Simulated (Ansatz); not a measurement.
Results of LDA in Ansatz (plane waves, PAW) for Sb₂O₃ (Fd-3m, No. 227).

Numerical settings: plane-wave cutoff 520 eV, 6×6×6 k mesh, scalar-relativistic PAW data made under PBE.

Computed at the level's own relaxed cell.

Hill averages of the elastic tensor: K = 34.3 GPa, G = 21.3 GPa. Volume 15.916 Å³/atom, mean atomic mass 58.304 u.

Work out the density, the sound velocities of a polycrystal and the elastic Debye temperature at this level.

ρ = 1.66054 × 58.304/15.916 = 6.083 g/cm³. v_l = √[(K + 4G/3)/ρ] = 3.211 km/s and v_t = √(G/ρ) = 1.871 km/s. The mean follows from 3/v_m³ = 1/v_l³ + 2/v_t³: v_m = 2.075 km/s. Θ_D = (ħ/k_B) v_m (6π²/V)^(1/3) = 76.38 K Å s/km × 2.075 × 1.5496 Å⁻¹ = 246 K, counting all atoms of the cell.

Note: the relaxation could not lower the start's symmetry, so the cell can be a saddle point above a distorted one; the volume lies 7 % below that of the published cell.

Ansatz is a program for electronic structure.
